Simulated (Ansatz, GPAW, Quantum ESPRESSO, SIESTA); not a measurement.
## Code comparison for V (Im-3m, 1 atom in the cell)

Relaxation of cell and atoms.

```yaml
crystal:
  lattice:
    - [-1.50879, 1.50879, 1.50879]
    - [1.50879, -1.50879, 1.50879]
    - [1.50879, 1.50879, -1.50879]
  atoms:
    - { symbol: V, position: [0.00000, 0.00000, 0.00000] }
```

Shared settings, as Ansatz (an electronic-structure program) writes them: kpoints.mp_grid.grid = 15 15 15; scf.occupations.method = fermi_dirac; scf.occupations.width = 0.1 eV. Potentials and cutoffs stand in the table.

```
code                                                                                                                                model  final volume (Å³/atom)       cutoff
----------------  -----------------------------------------------------------------------------------------------------------------------  ----------------------  -----------
Quantum ESPRESSO                                                                         PBE, SSSP 1.1.2 precision (PBE) pseudopotentials                   13.46        65 Ry
Ansatz                                                                                                             PBE, default PAW files                   13.48       420 eV
SIESTA            GGA PBE, numerical atomic orbitals DZP, PseudoDojo PBE standard norm-conserving potentials (rewritten from UPF to PSML)                   13.38  grid 350 Ry
GPAW                                                                                         PBE, GPAW PAW datasets PBE (gpaw-data 1.0.1)                   13.57       800 eV
```

On Ansatz's run: spin polarisation is off.

The spread over the programs that give each value: final volume within 0.19 Å³/atom.

SIESTA uses small atom-centred bases, whose incompleteness enters pressures, forces and empty levels differently from a plane-wave cutoff. The programs treat the finite-basis stress differently while the cell relaxes: Ansatz adds an estimate of it.

The starting cell has typed, rounded lattice constants, without a prior relaxation at this level. Its lattice was rescaled by a random factor within 2.5 % of one.

Keys are those of Ansatz 0.2.
